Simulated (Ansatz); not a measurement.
**RuSi (space group P2_13, No. 198)**

Space group P2₁3 (No. 198); a = b = c = 4.6896 Å, α = β = γ = 90.00°

```
atom  site  symmetry       x       y       z
----  ----  --------  ------  ------  ------
Ru      4a       .3.  0.1311  0.1311  0.1311
Si      4a       .3.  0.8383  0.8383  0.8383
```

Method: PBEsol (Ansatz, a first-principles code, PAW, no SOC). Γ-centred 10×10×10 mesh, Fermi–Dirac width 0.05 eV.

- Volume per atom: 12.89 Å³
- Density: 8.32 g/cm³
- Band gap: 0.24 eV (uncertain: the edges found on the path are not clean extrema)
- Total energy: -3219.703 eV/atom (σ→0; compares only within this code and set-up)

Whether these cells are dynamically stable was not tested. A zero or small gap of RuSi can be the functional's error rather than a property of the material.
